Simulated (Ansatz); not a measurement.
AlN (model structure, started from the GeS type, Fm-3m, No. 225, 8 atoms in the cell; like a known high-pressure phase) was calculated with r²SCAN in Ansatz (plane waves, PAW).

Settings: plane-wave cutoff 560 eV, 8×20×20 k mesh (along the axes of the cell as run), Fermi–Dirac smearing 0.05 eV, scalar-relativistic PAW data made under PBE.

Cell (relaxed with PBEsol):

```cif
data_Al4N4
_chemical_formula_sum 'Al4 N4'
_space_group_name_H-M_alt 'P 1'
_space_group_IT_number 1
_cell_length_a 8.09052
_cell_length_b 2.86043
_cell_length_c 2.86045
_cell_angle_alpha 90.000
_cell_angle_beta 90.000
_cell_angle_gamma 90.000
loop_
_space_group_symop_operation_xyz
  'x, y, z'
loop_
_atom_site_label
_atom_site_type_symbol
_atom_site_fract_x
_atom_site_fract_y
_atom_site_fract_z
_atom_site_occupancy
Al1 Al 0.12500 0.25000 0.25002 1
Al2 Al 0.37500 0.75000 0.75002 1
Al3 Al 0.87500 0.75000 0.74998 1
Al4 Al 0.62500 0.25000 0.24998 1
N1 N 0.87500 0.25000 0.25000 1
N2 N 0.62500 0.75000 0.75000 1
N3 N 0.12500 0.75000 0.75000 1
N4 N 0.37500 0.25000 0.25000 1
```

Task: Give the computed band gap.

Result: 
* **band gap**: 5.47 eV (on the SCF k mesh)

Note: cell and atoms aren't relaxed at this level (pressure -1.5 GPa).

The result took about 50 core-seconds (a rough figure).

A model structure was made by putting elements into a prototype or built by hand; it is no filed structure, need not be a known phase, and can be a saddle point held by its symmetry.

Ansatz is a quantum-chemistry and plane-wave program.
